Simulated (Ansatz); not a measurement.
Start from Sn in the diamond structure (space group Fd-3m, No. 227; a = 6.656 Å).

(Cell as relaxed with PBE.)

Levels (all Ansatz, a first-principles code, PAW, earlier PAW set): PBE (420 eV, no SOC); r2SCAN (500 eV, no spin-orbit coupling).

Each level relaxes its own structure.

```csv
base,PBE,r2SCAN
volume per atom,36.86 Å³,35.42 Å³
lattice parameter a,6.656 Å,6.568 Å
band gap,zero,zero
```

Perturbation: a hydrostatic pressure of 50 GPa.

```json
[
 {"quantity": "shortest interatomic distance", "PBE": "2.471 Å", "r2SCAN": "[?]"},
 {"quantity": "band gap", "PBE": "zero", "r2SCAN": "[?]"}
]
```

**Question.** Predict the r2SCAN column.

**Answer.** 
- shortest interatomic distance, r2SCAN: 2.468 Å
- band gap, r2SCAN: zero

PBE's shortest interatomic distance lies 0.0039 Å above r2SCAN's (0.2 %); the two agree on the band gap. Neither level is exact; r2SCAN is the comparison here, not a measurement.

Load acts through the strain it causes; cell and atoms are relaxed under it. Stability against distortions was not tested. Tetrahedral semiconductors of this kind turn to denser phases somewhere between about 1 and 50 GPa; those were not computed, so compressed cells here can lie past the real transition.
